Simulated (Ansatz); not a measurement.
## Effect of biaxial strain −2.08 %, plane normal [111], relaxed out of plane on GaP

The reference is GaP in the zinc blende structure (space group F-43m, No. 216; a = 5.451 Å). Axes: x, y, z lie along the cube axes.

One thing is altered: biaxial strain −2.08 %, plane normal [111], relaxed out of plane (Cartesian); in-plane vectors clamped, the third vector and the atoms free.

Computed with r2SCAN (Ansatz, a quantum-chemistry and plane-wave program), no spin-orbit coupling. k-mesh 10×10×10 (Γ-centred); smearing 0.05 eV (Fermi–Dirac).

- Volume per atom: 19.59 Å³ (base 20.25 Å³)
- Shortest interatomic distance: 4.401 bohr (base 4.461 bohr)
- Energy relative to the base (free energy F): +12 meV/atom
- Pressure (mean of the normal stresses, compression positive): 3.12 GPa (base 0.00 GPa)
- Band gap: 1.64 eV (base 1.85 eV)
- Gap character: indirect, Γ → F–Γ (7 % along)
- Smallest direct gap: 2.47 eV (base 2.36 eV)
- Valence-band top at Γ (three highest levels, from the VBM): 0.00, 0.00, -0.28 eV (base 0.00, 0.00, 0.00 eV)
- Valley order (the lowest conduction-band minima on the path, energy above the VBM, named in the base's zone): a point along [100], about 1.1 Å⁻¹ from Γ 1.64 eV; L along [1-11] 1.94 eV; L along [111] 2.39 eV; Γ 2.47 eV (base a point along ⟨100⟩, about 1.0 Å⁻¹ from Γ 1.85 eV; L along ⟨111⟩ 2.04 eV; Γ 2.36 eV)
- Out-of-plane strain: +0.92 %
- Ratio −ε⊥/ε∥: 0.44
- Mean in-plane stress (compression positive): +4.7 GPa

Whether these cells are dynamically stable was not tested. k-point labels follow each cell's own Brillouin zone.
